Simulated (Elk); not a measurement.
Worked example: self-consistent single point of Rb3Cd (Pm-3m, 4 atoms in the cell) in Elk.

Computed with PBEsol, spin-orbit coupling in second variation, all-electron FP-LAPW, Elk's shipped species files, default APW+lo basis (Elk 10.2.4).

```yaml
crystal:
  lattice:
    - [6.43244, 0.00000, 0.00000]
    - [0.00000, 6.43244, 0.00000]
    - [0.00000, 0.00000, 6.43244]
  atoms:
    - { symbol: Rb, position: [0.00000, 0.50000, 0.50000] }
    - { symbol: Rb, position: [0.50000, 0.00000, 0.50000] }
    - { symbol: Rb, position: [0.50000, 0.50000, 0.00000] }
    - { symbol: Cd, position: [0.00000, 0.00000, 0.00000] }
```

Reference input (self-consistent single point, DFT, PBEsol, all-electron FP-LAPW, Elk's shipped species files, default APW+lo basis): xctype = 22; swidth = 0.00367493 Ha; ngridk = 4 4 4; maxscl = 100. This run's input differs from it in these lines:

```diff
@@ -5,2 +5,11 @@
   22
+
+spinorb
+  .true.
+
+lmaxi
+  3
+
+nempty
+  10
```

Log, with long lists cut:

```
│ Self-consistent loop started │
│ Loop number : 1 │
 total energy                :     -14533.4755886
 total moment                :   0.5867331248E-24 -0.1612075820E-23  0.6573224524E-24
│ Loop number : 2 │
 total energy                :     -14533.5338937
 total moment                :  -0.2178250479E-24  0.5150981868E-24 -0.2575024141E-24
RMS change in Kohn-Sham potential (target) :   0.5648379469E-01 (  0.1000000000E-05)
Absolute change in total energy (target)   :   0.5830515094E-01 (  0.1000000000E-03)
│ Loop number : 3 │
 total energy                :     -14533.5141692
   [... lines left out ...]
 total energy                :     -14532.4480072
 total moment                :  -0.3486753398E-24 -0.1165173040E-24  0.2225029632E-24
RMS change in Kohn-Sham potential (target) :   0.6779369302E-06 (  0.1000000000E-05)
Absolute change in total energy (target)   :   0.4799113321E-03 (  0.1000000000E-03)
│ Loop number : 13 │
 total energy                :     -14532.4480611
 total moment                :  -0.1761224456E-24 -0.1479517066E-23 -0.1134622980E-23
RMS change in Kohn-Sham potential (target) :   0.1654819659E-06 (  0.1000000000E-05)
Absolute change in total energy (target)   :   0.6610914170E-04 (  0.1000000000E-03)
Convergence targets achieved

│ Loop number : 14 │

Energies :
 Fermi                       :     0.557722681926E-01
 xc effective B-field        :    -0.641148133472E-12
 external B-field            :      0.00000000000
 total energy                :     -14532.4480709
 (external B-field energy excluded from total)

Density of states at Fermi energy :    111.4691350
 (states/Hartree/unit cell)

Estimated indirect band gap :   0.1365892796E-02
 from k-point      5 to k-point      6
Estimated direct band gap   :   0.1623510651E-01
 at k-point      9

Charges :
 core                        :    114.0000000
 valence                     :    45.00000000
 interstitial                :    6.370135048
 muffin-tins (core leakage)
  species :    1 (Rb)
   atom    1                 :    35.37268404     (  0.9318118876E-04)
   [... lines left out ...]
   atom    3                 :   0.4747729373E-25  0.6527200906E-24 -0.6277506500E-24
  species :    2 (Cd)
   atom    1                 :  -0.3581510498E-24  0.6592788061E-24  0.2512761527E-24
 total in muffin-tins        :  -0.9859016997E-24  0.1987226840E-23 -0.3764744972E-24
 total moment                :  -0.1004851035E-23  0.2018774678E-23 -0.3700979375E-24

│ Self-consistent loop stopped │
```

The run converged in 14 iterations. The count includes the last loop, which Elk runs after its targets are met. 

The starting cell comes from a database of computed structures (which also holds hypothetical and non-ambient phases and stackings), without a prior relaxation at this level. Its lattice was rescaled by a random factor within 2.5 % of one. Values depend on the basis (sphere radii, cutoffs, local orbitals), which need not be converged. The log's line on a gap gives a spacing of levels on this mesh, which the program prints for metals too.
